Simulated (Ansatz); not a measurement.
## What isotropic strain −2.50 % does to Pd

Take Pd in the fcc (Cu type) structure (space group Fm-3m, No. 225; a = 3.910 Å; relaxed with 0.1 eV smearing) as the base.

Perturbation: every lattice vector is shortened by 2.50 %, atoms relaxed at fixed cell.

Method: r2SCAN (Ansatz, a program for electronic structure, PAW, no spin-orbit coupling). Γ-centred 29×29×29 mesh, Fermi–Dirac width 0.1 eV.

| quantity | base | changed | shift |
|---|---|---|---|
| volume per atom | 14.95 Å³ | 13.86 Å³ | -1.09 Å³ |
| space group | Fm-3m (No. 225) | Fm-3m (No. 225) | – |
| shortest interatomic distance | 2.765 Å | 2.696 Å | -0.069 Å |
| energy relative to the base (free energy F) | 0 meV/atom | +54 meV/atom | +54 meV/atom |
| pressure | 0.0 GPa | 17.2 GPa | +17.2 GPa |
| band gap | zero | zero | – |

Cost of the whole job for the changed cell (relaxation, final SCF and bands): about 40 core-seconds (a rough figure).

Stability against distortions was not tested. The final runs are not spin-polarised. Pd has a high density of states at the Fermi level and may be magnetic at this level.
